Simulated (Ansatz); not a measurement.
We consider AlN (model structure, started from the BeO type, P4₂/mnm, No. 136, 8 atoms in the cell), described by r²SCAN in Ansatz (PAW).

Run with plane-wave cutoff 560 eV, 6×6×12 k mesh (along the axes of the cell as run), Fermi–Dirac smearing 0.01 eV, scalar-relativistic PAW data made under PBE.

Cell (relaxed with PBEsol):

```cif
data_Al4N4
_chemical_formula_sum 'Al4 N4'
_space_group_name_H-M_alt 'P 1'
_space_group_IT_number 1
_cell_length_a 5.29433
_cell_length_b 5.29433
_cell_length_c 3.10888
_cell_angle_alpha 90.000
_cell_angle_beta 90.000
_cell_angle_gamma 90.000
loop_
_space_group_symop_operation_xyz
  'x, y, z'
loop_
_atom_site_label
_atom_site_type_symbol
_atom_site_fract_x
_atom_site_fract_y
_atom_site_fract_z
_atom_site_occupancy
Al1 Al 0.32285 0.67715 0.00000 1
Al2 Al 0.67715 0.32285 0.00000 1
Al3 Al 0.82285 0.82285 0.50000 1
Al4 Al 0.17715 0.17715 0.50000 1
N1 N 0.31530 0.31530 0.00000 1
N2 N 0.68470 0.68470 0.00000 1
N3 N 0.18470 0.81530 0.50000 1
N4 N 0.81530 0.18470 0.50000 1
```

Problem. Give the computed band gap and smallest direct gap on the k points sampled.

Solution. 
* **band gap**: 4.43 eV
* **smallest direct gap on the k points sampled**: 4.44 eV

Note: the relaxation could raise the start's symmetry but not lower it, so the cell can be a saddle point; cell and atoms aren't relaxed at this level (pressure -1.3 GPa).

Static lattice: no zero-point or thermal effects.

Cost on a shared machine: about 50 core-seconds (a rough figure).

A model structure was made by putting elements into a prototype or built by hand; it is no filed structure, need not be a known phase, and can be a saddle point held by its symmetry.

Ansatz is a program for electronic structure.
